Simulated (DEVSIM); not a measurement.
Structure: abrupt Ge n-p junction, at 300 K.

| layer (left to right) | material | thickness (μm) | Nd (cm⁻³) | Na (cm⁻³) | τn (s) | τp (s) |
|---|---|---|---|---|---|---|
| 1 | Ge | 0.240 | 1.3e15 | - | 2.7e-6 | 2.7e-6 |
| 2 | Ge | 42.0 | - | 1.1e17 | 2.7e-6 | 2.7e-6 |

Left contact: ohmic. Right contact: ohmic. Voltage is applied to the left contact. Recombination: SRH at mid-gap, radiative. Mobility is μmin + (μ − μmin)/(1 + (N/Nref)^α).

This is a model device: material constants are rounded textbook-type values typed into the input, and sizes, dopings and lifetimes were drawn at random. Values at 300 K; Nc and Nv go as T^1.5, mobilities as T to minus their exponent, the gap by Varshni's rule with the affinity fixed.

```
parameter               Ge
----------------  --------
gap (eV)             0.664
affinity (eV)            4
permittivity            16
Nc (cm⁻³)          1.04e19
Nv (cm⁻³)             6e18
μn (cm²/Vs)           3900
μp (cm²/Vs)           1900
μn,min                 150
μp,min                 100
Nref,n              2.6e17
Nref,p                4e17
αn                    0.56
αp                     0.6
T exponent of μn      1.66
T exponent of μp      2.33
B (cm³/s)          6.4e-14
Varshni α (eV/K)  0.000477
Varshni β (K)          235
```

Model (solved in DEVSIM): 1D drift-diffusion, Boltzmann statistics, complete ionisation; no tunnelling, impact ionisation, image-force lowering or self-heating.

The temperature was swept, all else fixed.

```
temperature (K)  potential step across the device at zero bias (V)  largest field in the device at zero bias (V/cm)
---------------  -------------------------------------------------  -----------------------------------------------
250                                                          0.415                                            20000
300                                                          0.328                                            19000
350                                                          0.240                                            18000
400                                                          0.165                                            18000
450                                                          0.117                                            18000
500                                                          0.077                                            15000
```

From the first row to the last the potential step across the device at zero bias goes from 0.415 to 0.077. From the first row to the last the largest field in the device at zero bias goes from 20000 to 15000.
